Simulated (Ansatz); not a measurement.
Take SrO in the rock salt structure (space group Fm-3m, No. 225; a = 5.122 Å) as the base. Axes: x, y, z lie along the cube axes.

All numbers come from PBEsol (Ansatz, a quantum-chemistry and plane-wave program; PAW; 420 eV plane waves; without spin-orbit coupling).

For the base:

```
Item                            Result
-----------------------------  -------
Shortest interatomic distance  2.561 Å
```

Now apply this change: uniaxial stress, 8 GPa compression along z; all other stress components relax to zero.

Q: How does this affect the secant Young's modulus along z, shortest interatomic distance and mean lateral Poisson ratio?

A: The secant Young's modulus along z amounts to 210 GPa; the shortest interatomic distance shrinks by 0.098 Å (2.561 Å → 2.463 Å); the mean lateral Poisson ratio is 0.23.

Load acts through the strain it causes; cell and atoms are relaxed under it. Beyond what the load breaks, stability against distortions was not tested.
